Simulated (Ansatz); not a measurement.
**GeF$_{4}$ (space group I-43m, No. 217)**

```yaml
crystal:
  lattice:
    - [-2.81437, 2.81437, 2.81437]
    - [2.81437, -2.81437, 2.81437]
    - [2.81437, 2.81437, -2.81437]
  atoms:
    - { symbol: Ge, position: [0.00000, 0.00000, 0.00000] }
    - { symbol: F, position: [0.00000, 0.65120, 0.00000] }
    - { symbol: F, position: [0.34880, 0.34880, 0.34880] }
    - { symbol: F, position: [0.65120, 0.00000, 0.00000] }
    - { symbol: F, position: [0.00000, 0.00000, 0.65120] }
```

The values are results of Ansatz (a program for electronic structure) PBEsol, no spin-orbit coupling, earlier PAW set, not measurements. Γ-centred 8×8×8 mesh, Fermi–Dirac width 0.05 eV.

- Volume per atom = 17.83 Å³
- Density = 2.77 g/cm³
- Band gap = 5.68 eV, indirect, H → Γ
- Electron mass = 0.82 mₑ
- Total energy = -1491.167 eV/atom (σ→0; compares only within this code and set-up)

Effective masses come from finite differences of ±0.01 Å⁻¹. Stability against distortions was not tested.
